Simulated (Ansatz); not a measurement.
The reference is WSe$_{2}$ in the 2H-MoS2 type structure (space group P6_3/mmc, No. 194; a = 3.300 Å, c = 13.147 Å; layered, stacked along the Cartesian z axis). Axes: x lies along a and z along c of the hexagonal cell.

Calculations: plane-wave PAW DFT at the r2SCAN+rVV10 level (Ansatz, an electronic-structure program, 500 eV), no SOC, earlier PAW set.

For the base:

| Property | Result |
|---|---|
| Valence-band top at Γ | 0.00, -1.06, -1.29 eV |
| Hole mass | 0.96 mₑ along c, 0.77 mₑ across (at Γ) |

Modification: uniaxial stress, 1 GPa compression along x, with the cell and atoms free to relax against it.

Question: How does this affect the valence-band top at Γ?

Answer: The valence-band top at Γ (three highest levels, from the VBM) changes from 0.00, -1.06, -1.29 eV to 0.00, -1.07, -1.29 eV.

Question: Estimate the effect on the hole mass.

Answer: The hole mass changes from 0.96 mₑ along c, 0.77 mₑ across (at Γ) to 0.82 mₑ along x, 0.76 mₑ along y, 0.94 mₑ along z (at Γ).

With W present, leaving out spin-orbit coupling can change the band edges. The levels and masses belong to the bands next to the band gap. Load acts through the strain it causes; cell and atoms are relaxed under it. Masses are band curvatures over ±0.01 Å⁻¹ around the edge. Stability under load was not tested beyond the relaxation.
